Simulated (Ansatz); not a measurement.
**Rh under a change: H interstitial (started 1.90 Å from the nearest host atom), symmetric start**

Take a 12-atom supercell of Rh in the fcc (Cu type) structure (space group Fm-3m, No. 225; a = 3.800 Å) at its relaxed geometry as the base.

Modification: a neutral H interstitial (started 1.90 Å from the nearest host atom), symmetric start, atoms relaxed at fixed cell.

Level of theory: r2SCAN (Ansatz, an electronic-structure program), scalar-relativistic without spin-orbit coupling. Settings: 7×5×7 k-points, 0.05 eV Fermi–Dirac smearing.

| quantity | base | changed | shift |
|---|---|---|---|
| largest displacement of a host atom from its site in the perfect cell | – | 0.03 Å | – |
| final site of the added atom | – | 6 Rh at 1.93 Å (octahedral) | – |

Final structure:

```
Rh12H
1.0
    0.00000     3.80000     3.80000
    3.80000    -3.80000     3.80000
    3.80000     3.80000     0.00000
Rh H
12 1
Cartesian
  0.00000   0.00000   0.00000
  1.90000   1.90000   0.00000
  1.89811   0.03109   1.89811
  3.76891   1.90189   1.89811
  3.80716  -0.00716   3.80716
  5.70189   1.89811   3.83109
  0.00000   1.90000   1.90000
  1.90000   3.80000   1.90000
  1.89811   1.90189   3.76891
  3.79284   3.80716   3.79284
  3.83109   1.89811   5.70189
  5.70189   3.76891   5.70189
  1.90000  -1.90000   1.90000
```

In so small a cell the defect repeats every few ångströms: this is an ordered compound, not a dilute defect. The defect started on the symmetric site and kept its symmetry, so it may sit on a saddle. All final runs are without spin polarisation. An odd electron count without spin: Rh12H. The defect cell is not spin-polarised.
